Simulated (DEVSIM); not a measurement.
System: Si p+/n-/n+ power diode, at 300 K.

Layer 1 from the left is Si, thickness (μm) 0.740, Na (cm⁻³) 3.8e18, τn (s) 1.3e-6, τp (s) 1.3e-6. Layer 2 from the left is Si, thickness (μm) 7.90, Nd (cm⁻³) 3.6e14, τn (s) 1.3e-6, τp (s) 1.3e-6. Layer 3 from the left is Si, thickness (μm) 7.70, Nd (cm⁻³) 3e18, τn (s) 1.3e-6, τp (s) 1.3e-6.

Left contact: ohmic. Right contact: ohmic. Voltage is applied to the left contact. Recombination: SRH at mid-gap, radiative. Mobility is constant in doping.

Constants are typed, rounded textbook-type inputs, not results; the design itself was drawn at random and stands for no fabricated device. Values at 300 K.

Si: gap (eV) 1.124, affinity (eV) 4.05, permittivity 11.7, Nc (cm⁻³) 2.86e19, Nv (cm⁻³) 3.1e19, μn (cm²/Vs) 1417, μp (cm²/Vs) 470, B (cm³/s) 4.7e-15.

Simulated with DEVSIM: 1D drift-diffusion, Boltzmann statistics, complete ionisation; no tunnelling, impact ionisation, image-force lowering or self-heating.

Question: What does the simulation give for the dark forward voltage at 1 A/cm², the dark forward voltage at 100 A/cm², the potential step across the device at zero bias?

Answer: dark forward voltage at 1 A/cm² 0.682 V; dark forward voltage at 100 A/cm² 0.814 V; potential step across the device at zero bias 1.011 V.
